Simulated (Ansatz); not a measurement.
The reference is Pt in the fcc (Cu type) structure (space group Fm-3m, No. 225; relaxed with 0.1 eV smearing).

```xyz
1
Lattice="0.0000 1.9599 1.9599 1.9599 0.0000 1.9599 1.9599 1.9599 0.0000" Properties=species:S:1:pos:R:3 pbc="T T T"
Pt     0.0000     0.0000     0.0000
```

Cartesian axes are those of the cell as printed.

Computed with plane-wave PAW DFT at the PBEsol level (Ansatz, a first-principles code, 420 eV), scalar-relativistic without spin-orbit coupling.

Before the change:

```
Property   Result
--------  -------
Pressure  0.0 GPa
```

Now apply this change: the cell is stretched by 2.00 % along z with no lateral relaxation; the atoms relax in the strained cell.

**Question.** Predict the new pressure and energy relative to the base.

**Answer.** The pressure (mean of the normal stresses, compression positive) goes from zero to -5.3 GPa; the energy increases by 6.5 meV/atom.

No phonon test of stability was made. All final runs are without spin polarisation. Pt lies near a magnetic instability that expansion can trigger; it was not tested.
